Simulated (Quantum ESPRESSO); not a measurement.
A short convergence ladder for FeO (R3m, 4 atoms in the cell)

```xyz
4
Lattice="1.5263 -0.8812 4.9849 0.0000 1.7624 4.9849 -1.5263 -0.8812 4.9849" Properties=species:S:1:pos:R:3 pbc="T T T"
Fe     0.0000     0.0000     0.0500
Fe     0.0000     0.0000     7.4773
O      0.0000     0.0000     3.7386
O      0.0000     0.0000    11.2159
```
Moments meant for the start (each program seeds them in its own way; μB, in the order of the atoms Fe Fe O O): 4.0 -4.0 0.0 0.0.

Base method: PBEsol, PSlibrary PAW (PBE) pseudopotentials (plane waves; Quantum ESPRESSO).

Base settings: ecutwfc = 55 Ry; ecutrho = 330 Ry; occupations = smearing; smearing = fd; degauss = 0.000734986 Ry; nspin = 2; input_dft = pbesol; K_POINTS = automatic 4 4 4 0 0 0; conv_thr = 1e-10 Ry; mixing_beta = 0.4.

The count of work is k-points × plane waves × bands × iterations; it is no time. Core times come from one kind of shared machine, to one figure; runs under 30 s give none.

**The k-point mesh**

The second cell is the first with its lattice scaled by 0.98.

Only quantities that move along the ladder and can be compared are tabulated.

| K_POINTS | free energy less the last step's (meV/atom) | energy of the compressed cell less the first (meV/atom) | pressure (GPa) | largest difference of a force vector from the last step's (eV/Å) | count of work / last | core time / last (rough) |
|---|---|---|---|---|---|---|
| automatic 2 2 2 0 0 0 | 46.28 | -28.52 | -13.05 | 0.225 | 0.16 | 0.5 |
| automatic 4 4 4 0 0 0 | 13.48 | -20.77 | -10.92 | 0.054 | 0.55 | 0.7 |
| automatic 5 5 5 0 0 0 | 6.80 | -21.26 | -11.11 | 0.045 | 0.59 | 1 |
| automatic 6 6 6 0 0 0 | 0.00 | -21.56 | -11.22 | 0.000 | 1.0 | 1 |

Coarsest K_POINTS that holds the energy of the compressed cell less the first within 2 meV/atom of the last step, with all finer ones: automatic 4 4 4 0 0 0; the step before is off by 7.0 meV/atom.

Coarsest K_POINTS that holds the pressure within 1 GPa of the last step, with all finer ones: automatic 4 4 4 0 0 0; the step before is off by 1.8 GPa.

Coarsest K_POINTS that holds the free energy within 5 meV/atom: not settled: the last two steps still differ by 6.8 meV/atom, over half the tolerance, so the ladder does not show it.

On the base run: the starting cell has typed, rounded lattice constants, without a prior relaxation at this level. Its lattice was rescaled by up to half a per cent. One atom was moved a little off its site on purpose. The magnetic order is the one reached from the typed start; others were not searched systematically. In the base run, with a pressure of about -11 GPa the cell is away from its equilibrium volume at this level. Without a gap this mesh is coarse (it stands for a supercell whose shortest vector is 12 Å).
